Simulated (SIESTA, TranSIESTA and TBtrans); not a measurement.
Run with TranSIESTA and TBtrans (open boundaries, self-consistent; PseudoDojo norm-conserving potentials, scalar-relativistic): Spin polarized, PAO.BasisSize DZP, PAO.EnergyShift 0.15 eV, XC.Authors PBE, Mesh.Cutoff 200 Ry, ElectronicTemperature 300 K, TS.Voltage 0.0 eV, TBT.Elecs.Eta 0.001 eV.

Device: Fe chain with one bond stretched by 1.0 Å. Leads: straight Fe chain, spacing 2.25 Å. Geometry: as built, not relaxed. Transport runs along z; the first 6 and the last 6 of the 20 atoms are the lead cells, repeated to infinity.

```xyz
20
Lattice="9.000 0.000 0.000 0.000 9.000 0.000 0.000 0.000 46.000" Properties=species:S:1:pos:R:3 pbc="F F T"
Fe     4.500     4.500     0.000
Fe     4.500     4.500     2.250
Fe     4.500     4.500     4.500
Fe     4.500     4.500     6.750
Fe     4.500     4.500     9.000
Fe     4.500     4.500    11.250
Fe     4.500     4.500    13.500
Fe     4.500     4.500    15.750
Fe     4.500     4.500    18.000
Fe     4.500     4.500    20.250
Fe     4.500     4.500    23.500
Fe     4.500     4.500    25.750
Fe     4.500     4.500    28.000
Fe     4.500     4.500    30.250
Fe     4.500     4.500    32.500
Fe     4.500     4.500    34.750
Fe     4.500     4.500    37.000
Fe     4.500     4.500    39.250
Fe     4.500     4.500    41.500
Fe     4.500     4.500    43.750
```
Starting moments (μB): atom 7 +3.2, atom 8 +3.2, atom 9 +3.2, atom 10 +3.2, atom 11 +3.2, atom 12 +3.2, atom 13 +3.2, atom 14 +3.2; lead atoms +3.2 (left) and +3.2 (right).

Give the largest eigenchannel transmissions at the Fermi level (four at most) and the total.

Up: 0.96 (total 0.96); down: 0.93, 0.011, 0.011, 0.0037 (total 0.95). The magnetic order of the leads was set by the start, and no other order was tried; the separate lead runs end at 3.39 (left) and 3.39 (right) μB an atom. The straight chain is held at its spacing; free chains may zigzag or dimerise.
